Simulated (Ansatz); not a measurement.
A relaxation of the atoms of Sb (P-3m1, 2 atoms in the cell) with Ansatz (a first-principles code).

Computed with LDA (PW92), PAW files made with PBE (plane waves; Ansatz).

The change in words: one atom moved by 0.15 angstrom; relax: default → atoms; relax.f_tol: default → 0.1 eV/Å. Reference geometry:
```xyz
2
Lattice="3.3713 0.0000 0.0000 -1.6857 2.9196 0.0000 0.0000 0.0000 5.4975" Properties=species:S:1:pos:R:3 pbc="T T T"
Sb     0.0000     1.9464     1.3744
Sb     1.6857     0.9732     4.1231
```

Reference input (self-consistent single point, DFT, LDA (PW92), plane waves, PAW files made with PBE): basis.ecutwfc = 30.9 Ry; kpoints.mp_grid.grid = 11 11 6; hamiltonian.xc = lda; hamiltonian.pseudopotentials = {kind: paw} (the program's default PAW files); scf.occupations.method = gaussian; scf.occupations.width = 0.0073 Ry. This run's input differs from it in these lines:

```diff
@@ -6,3 +6,3 @@
   atoms:
-    - { symbol: Sb, position: [0.333333, 0.666667, 0.250000] }
+    - { symbol: Sb, position: [0.333333, 0.666667, 0.277285] }
     - { symbol: Sb, position: [0.666667, 0.333333, 0.750000] }
@@ -17,2 +17,4 @@
   occupations: { method: gaussian, width: 0.0073 Ry }
+relax:
+  f_tol: 0.1
 output:
```

Output, abridged:

```
   [... SCF lines of the steps left out ...]
relax step   1: F+E_penalty+E_count = -12671.25477642 eV  Δ(F+E_penalty+E_count) = +0.000e0 eV  max|allowed force component| = 1.766e-1 eV/Å  Δτ_max = 0.0000 Å  (6 SCF iters, dr2 threshold 1.00e-4 eV, accepted)
relax step   2: F+E_penalty+E_count = -12671.26409006 eV  Δ(F+E_penalty+E_count) = -9.314e-3 eV  max|allowed force component| = 1.003e-1 eV/Å  Δτ_max = 0.0330 Å  (5 SCF iters, accepted)
relax step   3: F+E_penalty+E_count = -12671.26785220 eV  Δ(F+E_penalty+E_count) = -3.762e-3 eV  max|allowed force component| = 1.335e-3 eV/Å  Δτ_max = 0.0412 Å  (5 SCF iters, accepted)
the relaxation is at rest under the 12 symmetry operations that the run kept from its start: a minimum is not shown …
Stability not checked: this state was not tested for a lower state beside it, because too few of the mixer's solves of this state at the end of the SCF gave a …
Free energy (F): -12671.267852 eV
Internal energy: -12671.262580 eV  (E = F + TS)
E sigma→0 (E₀):  -12671.265216 eV
Entropy (-TS):   -0.005273 eV (-2.636 meV/atom)
Fermi energy:    11.514869 eV
--- Forces (eV/Å), atoms counted from 1 ---
  atom   1  Sb    -0.00000000    -0.00000000    -0.00133487
   [... lines left out ...]
--- Relaxed structure (3 steps of the walk, 3 accepted, 0 SCFs on fresh bases) ---
  F+E_penalty+E_count = -12671.26785220 eV   max|allowed force component| = 1.335e-3 eV/Å
  atoms:
    - { symbol: Sb, position: [0.3333333333333333, 0.6666666666666666, 0.26378795776355213] }
    - { symbol: Sb, position: [0.6666666666666666, 0.3333333333333333, 0.763497042236448] }
```

The run converged. 

Summary of the result:
* **Free energy E − TS (on the zero of these files)**: -12671.2679 eV
* **Fermi level (on the code's own zero)**: 11.51 eV
* **Pressure**: -3.45 GPa
* **Largest force (vector length)**: 0.001 eV/Å
* **Relaxation steps**: 3

The starting cell comes from a database of computed structures (which also holds hypothetical and non-ambient phases and stackings), without a prior relaxation at this level. Its lattice was rescaled by up to half a per cent. For this run, on top of that: one atom moved by 0.15 angstrom. The relaxation keeps the symmetry of its start, so its end need not be a minimum. Ansatz's pressure includes its estimate of the finite-basis (Pulay) stress.

Keys are those of Ansatz 0.2.
